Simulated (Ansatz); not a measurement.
Base system: MgO in the rock salt structure (space group Fm-3m, No. 225; a = 4.214 Å). Axes: x, y, z lie along the cube axes.

Method: Ansatz (an electronic-structure program) PBEsol, scalar-relativistic without spin-orbit coupling.

Perturbation: the cell is compressed by 0.91 % along x with no lateral relaxation; the atoms relax in the strained cell.

### Question
Predict the stress tensor and what it implies for the stiffness.

### Answer
Stress of the strained cell less that of the base (GPa, compression positive):
```
   2.82    0.00    0.00
   0.00    0.83    0.00
   0.00    0.00    0.83
```

Then −Δσ_ii/ε with ε = -0.0091 gives relaxed-ion elastic constants: C11 ≈ 310 GPa, C12 ≈ 91 GPa and C13 ≈ 91 GPa.

Stability against distortions was not tested. The base started in P3_121 and relaxed to Fm-3m at this level.
